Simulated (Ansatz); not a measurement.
Base system: Al in the fcc (Cu type) structure (space group Fm-3m, No. 225; a = 4.015 Å; relaxed with 0.1 eV smearing).

Modification: every lattice vector is stretched by 1.66 %, atoms relaxed at fixed cell.

Levels (all Ansatz, a quantum-chemistry and plane-wave program, PAW, earlier PAW set): PBEsol (420 eV, no SOC); r2SCAN (500 eV, scalar-relativistic without spin-orbit coupling).

The geometry is relaxed with PBEsol.

PBEsol pressure: -3.6 GPa

### Question
What does r2SCAN give at this geometry for the pressure?

### Answer
The pressure decreases by 1.65 GPa to -5.3 GPa.

Single points use the geometry relaxed with PBEsol. Their cutoffs differ, which shifts pressures a little. The cells carry an imposed strain or load. Whether these cells are dynamically stable was not tested.
